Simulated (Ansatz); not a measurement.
The starting structures come from a database of crystals and need not be the phases stable at ambient conditions.

 Where the default PAW files enter, the runs use the earlier of Ansatz's two default sets.

By PBEsol, the system below comes out a metal.

Consider the following.

```xyz
1
Lattice="3.5221 0.0000 0.0000 0.0000 3.6221 0.0000 1.7611 1.8111 2.3383" Properties=species:S:1:pos:R:3 pbc="T T T"
Sn     0.0000     0.0000     0.0000
```

Space group of this cell: Immm. The cell is strained (lengths across the current scaled by 1.02, ions clamped); by PBEsol its mean pressure is -5.0 GPa.

The current flows along the normal of the first two printed cell vectors. No spin-orbit coupling; the value is a mean over 0.1 eV about the Fermi level.

Predict the ballistic conductance per area from PBEsol (Ansatz, a first-principles code).

1.1 × 10¹⁵ S/m² for both spins.
